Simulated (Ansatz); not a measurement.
SiO₂ (model structure, started from the brookite type, Pbca, No. 61, 24 atoms in the cell) was calculated with r²SCAN+rVV10 (PAW; Ansatz, a program for electronic structure).

Run with plane-wave cutoff 560 eV, 8×4×8 k mesh (along the axes of the cell as run), Fermi–Dirac smearing 0.01 eV, scalar-relativistic PAW data made under PBE.

Cell (relaxed at this level):

O2Si has the orthorhombic space group Pbca (No. 61), Pearson symbol oP24. Lattice parameters: a = 4.6675 Å, b = 8.2605 Å, c = 4.9774 Å, α = β = γ = 90.00°. Si on 8c is coordinated by 6 O at 1.749–1.810 Å. O1 on 8c sees 3 Si at 1.749–1.775 Å. O2 on 8c has 3 Si at 1.764–1.810 Å (trigonal planar). (Neighbours: up to the widest gap in distance over summed covalent radii, below 1.35, at either atom.)

Task: Predict the band gap.

Result: 
- band gap = 6.92 eV (direct)

Note: the relaxation could raise the start's symmetry but not lower it, so the cell can be a saddle point.

Static lattice: no zero-point or thermal effects.

The result took about 3 core-minutes (a rough figure).

A model structure was made by putting elements into a prototype or built by hand; it is no filed structure, need not be a known phase, and can be a saddle point held by its symmetry.
